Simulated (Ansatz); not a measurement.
**A computed series for WC: pressure series**

The parent structure is WC (space group P-6m2, No. 187; a = 2.922 Å, c = 2.847 Å).

Cell and atoms are relaxed at each pressure.

The values are results of Ansatz (a quantum-chemistry and plane-wave program), PBE, PAW, cutoff 420 eV, scalar-relativistic without spin-orbit coupling, not measurements.

Two rows of this table had their results exchanged by mistake.

| pressure | volume per atom (Å³) | shortest distance (Å) | band gap |
|---|---|---|---|
| pressure −2 GPa | 10.58 | 2.211 | zero |
| pressure −1 GPa | 10.55 | 2.209 | zero |
| pressure 0.9 GPa | 10.50 | 2.206 | zero |
| pressure 2.1 GPa | 10.47 | 2.203 | zero |
| pressure 4.5 GPa | 10.41 | 2.199 | zero |
| pressure 9 GPa | 10.29 | 2.191 | zero |
| pressure 15 GPa | 9.83 | 2.159 | zero |
| pressure 22.5 GPa | 9.99 | 2.170 | zero |
| pressure 30 GPa | 10.15 | 2.181 | zero |

### Question
Which two?

### Answer
The rows for pressure 15 GPa and pressure 30 GPa: the volume has to fall steadily with pressure, so 10.15 Å³ belongs to pressure 15 GPa and 9.83 Å³ to pressure 30 GPa.

Load acts through the strain it causes; cell and atoms are relaxed under it. No phonon test of stability was made. Competing high-pressure phases were not computed. All final runs are without spin polarisation.
